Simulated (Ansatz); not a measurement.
**A computed series for K: element substitutions**

The parent structure is K in the bcc (W type) structure (space group Im-3m, No. 229).

```xyz
1
Lattice="-2.6734 2.6734 2.6734 2.6734 -2.6734 2.6734 2.6734 2.6734 -2.6734" Properties=species:S:1:pos:R:3 pbc="T T T"
K      0.0000     0.0000     0.0000
```

Each row replaces one element on all its sites; cell and atoms are relaxed.

Level of theory: r2SCAN (Ansatz, an electronic-structure program), no spin-orbit coupling.

Candidates:
(a) K → H
(b) K → Cs
(c) K → Rb
(d) K → Na

Base values:

| Property | Value |
|---|---|
| Volume per atom | 76.43 Å³ |

### Question
Order them by volume per atom, lowest first.

### Answer
(a) K → H (2.93 Å³), (d) K → Na (37.63 Å³), (c) K → Rb (94.71 Å³), (b) K → Cs (123.30 Å³)

Stability against distortions was not tested. All final runs are without spin polarisation.
